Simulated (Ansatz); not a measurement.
Take TiO$_{2}$ in the anatase structure (space group I4_1/amd, No. 141) as the base.

```yaml
crystal:
  lattice:
    - [-1.89940, 1.89940, 4.85040]
    - [1.89940, -1.89940, 4.85040]
    - [1.89940, 1.89940, -4.85040]
  atoms:
    - { symbol: Ti, position: [0.50000, 0.50000, 0.00000] }
    - { symbol: Ti, position: [0.25000, 0.75000, 0.50000] }
    - { symbol: O, position: [0.29355, 0.29355, 0.00000] }
    - { symbol: O, position: [0.04355, 0.54355, 0.50000] }
    - { symbol: O, position: [0.45645, 0.95645, 0.50000] }
    - { symbol: O, position: [0.70645, 0.70645, 0.00000] }
```

Level of theory: PBE in Ansatz (plane waves to 420 eV, PAW, no spin-orbit coupling).

One change was made to it. Results:

```tsv
quantity	base	after
smallest direct gap	2.43 eV	2.50 eV
width of the top valence band	0.84 eV	1.04 eV
c/a ratio	2.554	2.405
lattice parameter a	7.179 bohr	7.098 bohr
```

Task: Name the change that was made.
(A) pressure 18 GPa
(B) pressure −2 GPa
(C) pressure 9 GPa
(D) pressure −1 GPa

Result: A, pressure 18 GPa. For comparison, the lattice parameter a in the other runs: pressure −1 GPa gives 7.186 bohr; pressure 9 GPa gives 7.129 bohr; pressure −2 GPa gives 7.194 bohr.

Load acts through the strain it causes; cell and atoms are relaxed under it. Whether these cells are dynamically stable was not tested. Competing high-pressure phases were not computed. The final runs are not spin-polarised.

Ansatz is a quantum-chemistry and plane-wave program.
